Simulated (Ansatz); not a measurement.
Sr2Nb2O7 (Cmc2₁, No. 36, 22 atoms in the cell; start mp-3870) was calculated with PBEsol in Ansatz (PAW).

Run with plane-wave cutoff 520 eV, 10×10×6 k mesh (along the axes of the cell as run), Fermi–Dirac smearing 0.01 eV, no spin polarisation, scalar-relativistic PAW data made under PBE.

Cell (relaxed with PBEsol):

```cif
data_Nb4O14Sr4
_chemical_formula_sum 'Sr4 Nb4 O14'
_space_group_name_H-M_alt 'P 1'
_space_group_IT_number 1
_cell_length_a 13.56000
_cell_length_b 13.56000
_cell_length_c 5.68718
_cell_angle_alpha 90.000
_cell_angle_beta 90.000
_cell_angle_gamma 163.252
loop_
_space_group_symop_operation_xyz
  'x, y, z'
loop_
_atom_site_label
_atom_site_type_symbol
_atom_site_fract_x
_atom_site_fract_y
_atom_site_fract_z
_atom_site_occupancy
Sr1 Sr 0.29022 0.70978 0.02979 1
Sr2 Sr 0.70978 0.29022 0.52979 1
Sr3 Sr 0.44797 0.55203 0.47164 1
Sr4 Sr 0.55203 0.44797 0.97164 1
Nb1 Nb 0.83878 0.16122 0.49807 1
Nb2 Nb 0.16122 0.83878 0.99807 1
Nb3 Nb 0.05718 0.94282 0.47307 1
Nb4 Nb 0.94282 0.05718 0.97307 1
O1 O 0.45210 0.54790 0.94821 1
O2 O 0.54790 0.45210 0.44821 1
O3 O 0.90699 0.09301 0.67157 1
O4 O 0.09301 0.90699 0.17157 1
O5 O 0.79915 0.20085 0.75974 1
O6 O 0.20085 0.79915 0.25974 1
O7 O 0.21384 0.78616 0.78234 1
O8 O 0.78616 0.21384 0.28234 1
O9 O 0.99306 0.00694 0.22529 1
O10 O 0.00694 0.99306 0.72529 1
O11 O 0.89076 0.10924 0.18305 1
O12 O 0.10924 0.89076 0.68305 1
O13 O 0.34947 0.65053 0.46712 1
O14 O 0.65053 0.34947 0.96712 1
```

Task: Give the computed band gap and smallest direct gap on the k points sampled.

Result: 
- band gap = 2.70 eV
- smallest direct gap on the k points sampled = 2.84 eV

Spin–orbit coupling is not included.

The computed numbers hold no vibrational or temperature effects.

A start named mp-… is a Materials Project structure, which need not be a measured phase.

Ansatz is a quantum-chemistry and plane-wave program.
